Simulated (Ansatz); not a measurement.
By hand: formation energy of Zr_Ru in Ru (hcp, P6₃/mmc)

This concerns the formation energy of Zr_Ru in Ru (hcp, P6₃/mmc). Reaction: Zr (hcp) + 63 Ru (hcp) → cell A.

A: a supercell of 64 sites of Ru (hcp, P6₃/mmc) with Zr on a Ru site (12 Ru at 2.73–2.78 Å); spin state with PBE: run without spin.

Method: Ansatz (a program for electronic structure), PAW, neutral cells at 0 K with nuclei at rest, on structures from PBE. Ansatz runs with its default PAW set. Larger cells are relaxed from a start prepared with the learned potential CHGNet, on a coarser mesh till forces fall under 0.03 eV/Å, which some starts already meet. A dispersion term (D3(BJ), or D4 for r2SCAN) was computed beside these levels and is taken off wherever the name lacks it. Space groups of crystals are read within 0.01 Å. Mesh and cell size may move defect energies by 0.1 eV or more. Cell A has symmetry P-6m2 within 0.02 Å and got no random move, so less symmetric positions, which may lie lower, weren't tried.

Total energies of the cells in eV, at zero smearing width. They compare only within one column; the weights balance every element.

| cell | atoms | weight | PBE |
|---|---|---|---|
| A: Ru:Zr_Ru | 64 | +1 | -374541.60450 |
| Zr (hcp) | 2 | −1/2 | -8367.67060 |
| Ru (hcp) | 64 | −63/64 | -376236.13743 |

PBE: (-374541.60450) − 1/2 × (-8367.67060) − 63/64 × (-376236.13743) = -0.321 eV.
